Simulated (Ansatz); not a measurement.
Base system: Ge3N4 (space group P6_3/m, No. 176; a = 8.129 Å, c = 3.114 Å).

(Cell as relaxed with PBE.)

Levels (all Ansatz, a program for electronic structure, PAW): PBE (420 eV, without spin-orbit coupling); PBEsol (420 eV, no spin-orbit coupling).

Each level relaxes its own structure.

```
base                         PBE       PBEsol
-------------------  -----------  -----------
volume per atom         12.73 Å³     12.39 Å³
lattice parameter a  15.362 bohr  15.225 bohr
band gap                 1.82 eV      2.09 eV
```

The change: cell and atoms relaxed at a pressure of 7.5 GPa.

| quantity | PBE | PBEsol |
|---|---|---|
| lattice parameter a | 15.149 bohr | 15.025 bohr |
| c/a ratio | 0.384 | 0.384 |

PBE's lattice parameter a lies 0.124 bohr above PBEsol's (0.8 %); the two agree on the c/a ratio. Neither level is exact; PBEsol is the comparison here, not a measurement.

Load acts through the strain it causes; cell and atoms are relaxed under it. Whether these cells are dynamically stable was not tested. Competing high-pressure phases were not computed.
